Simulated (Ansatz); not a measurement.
A set of cells, compared by their Bader charge of O.

Cell A: a supercell of 8 sites of Ti (hcp, P6₃/mmc) with O off the lattice sites (6 Ti at 2.08 Å); spin state with PBE: run without spin, k-point mesh 9×9×10.
```xyz
9
Lattice="5.8792 0.0000 0.0000 -2.9396 5.0915 0.0000 0.0000 0.0000 4.6536" Properties=species:S:1:pos:R:3 pbc="T T T"
Ti    -0.0061    -0.0035    -0.0340
Ti    -0.0061     1.7007     2.3608
Ti    -1.4698     2.5457    -0.0366
Ti    -1.4698     4.2359     2.3608
Ti     2.9457    -0.0035    -0.0340
Ti     2.9457     1.7007     2.3608
Ti     1.4698     2.5528    -0.0340
Ti     1.4698     4.2429     2.3634
O      1.4698     0.8486     1.1634
```

Cell B: a supercell of 8 sites of Zr (hcp, P6₃/mmc) with O off the lattice sites (6 Zr at 2.28 Å); spin state with PBE: run without spin, k-point mesh 8×8×9.
```
CELL_PARAMETERS angstrom
      6.46182     0.00000     0.00000
     -3.23091     5.59610     0.00000
      0.00000     0.00000     5.17839
ATOMIC_POSITIONS crystal
  Zr 0.00040 0.00020 0.99679
  Zr 0.16687 0.33313 0.50321
  Zr 0.00000 0.50000 0.99849
  Zr 0.16687 0.83373 0.50321
  Zr 0.49980 0.00020 0.99679
  Zr 0.66627 0.33313 0.50321
  Zr 0.49980 0.49960 0.99679
  Zr 0.66667 0.83333 0.50151
  O  0.33333 0.16667 0.25000
```

Cell C: a supercell of 8 sites of Nb (bcc, Im-3m) with O off the lattice sites (6 Nb at 1.96–2.26 Å); spin state with PBE: run without spin, k-point mesh 10×10×10.
```
Nb8O
1.0
    5.73563     0.00000     0.00000
   -1.91188     5.40761     0.00000
   -1.91188    -2.70380     4.68312
Nb O
8 1
Cartesian
  3.65075   5.16294   0.00000
 -0.95594  -1.35190   2.42225
 -2.80193  -0.04659   4.68312
 -1.91188   1.35190   2.34156
  2.80193   0.04659   0.00000
  1.91188  -1.35190   2.34156
  2.08488   2.94847   0.00000
  0.95594   1.35190   2.26087
  0.95594   1.35190   0.00000
```

Computed with Ansatz (plane waves, PAW), its PAW set soft_1, cutoff 420 eV, 500 eV for r2SCAN. The structures are at rest with PBE, within the held lattices; other levels are single points on them. Neutral cells; Fermi-Dirac smearing of at most 0.10 eV in the solids, energies taken to zero width. The lattices are those relaxed with PBE, so at other levels the solids can be strained, which adds to the spread. Cells are local rest points, mostly with their start's symmetry. The d electrons get no Hubbard U. No correction for cell size. A dispersion term ran beside these levels; it doesn't touch the electrons. Electrons of density maxima off the nuclei are shared among the atoms. Mean over the atoms, with the range where they differ; positive means electrons lost.

Problem. Predict the Bader charge of O (e) of each cell with r2SCAN.

Solution. 
```
system  r2SCAN
------  ------
A        -1.50
B        -1.50
C        -1.37
```

With r2SCAN the value is lowest for A and B and highest for C.

Problem. And at the other levels?

Solution. 
```csv
system,PBE
A,-1.47
B,-1.46
C,-1.34
```

With PBE the value is lowest for A and highest for C.

Ansatz is a quantum-chemistry and plane-wave program.
